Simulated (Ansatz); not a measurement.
Take Si in the diamond structure (space group Fd-3m, No. 227; a = 5.444 Å) as the base.

The change: cell and atoms relaxed at a pressure of 0.7 GPa.

Levels (all Ansatz, an electronic-structure program, PAW): r2SCAN (500 eV, no spin-orbit coupling); HSE06 (420 eV, spin-orbit coupling left out).

The geometry is relaxed with r2SCAN.

r2SCAN band gap: 0.76 eV

**Question.** Predict the band gap from HSE06.

**Answer.** The band gap increases by 0.37 eV (0.76 eV → 1.13 eV).

Single points use the geometry relaxed with r2SCAN. Their cutoffs differ, which shifts pressures a little. HSE06 gaps are upper bounds (no full band path). Load acts through the strain it causes; cell and atoms are relaxed under it. Whether these cells are dynamically stable was not tested.
